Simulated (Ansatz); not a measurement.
**NiSi, pressure series**

Take NiSi (space group Pnma, No. 62; a = 5.119 Å, b = 3.342 Å, c = 5.563 Å; non-magnetic) as the base.

Cell and atoms are relaxed at each pressure.

The values are results of Kohn–Sham DFT with the r2SCAN functional, run in Ansatz (a quantum-chemistry and plane-wave program) with PAW and 500 eV plane waves, scalar-relativistic without spin-orbit coupling, not measurements.

```tsv
pressure (GPa)	volume per atom (Å³/atom)
0	11.898
0.3	11.878
0.7	11.852
1.5	?
3	11.707
5	11.586
7.5	11.445
10	11.312
```

### Question
Fit the third-order Birch–Murnaghan form P(V) = (3B₀/2)[(V₀/V)^(7/3) − (V₀/V)^(5/3)]·[1 + (3/4)(B₀′ − 4)((V₀/V)^(2/3) − 1)] (squares taken in P) to the rows shown and predict the withheld row.

### Answer
Least squares on the printed values gives V₀ = 11.898 Å³/atom, B₀ = 178 GPa, B₀′ = 4.1; this predicts 11.800 Å³/atom, and the run gives 11.800 Å³/atom, in agreement.

Load acts through the strain it causes; cell and atoms are relaxed under it. Whether these cells are dynamically stable was not tested. No other phases were tried under pressure. Starting moments died away, wholly or in part, for the base; another magnetic solution may exist. All final runs are without spin polarisation.
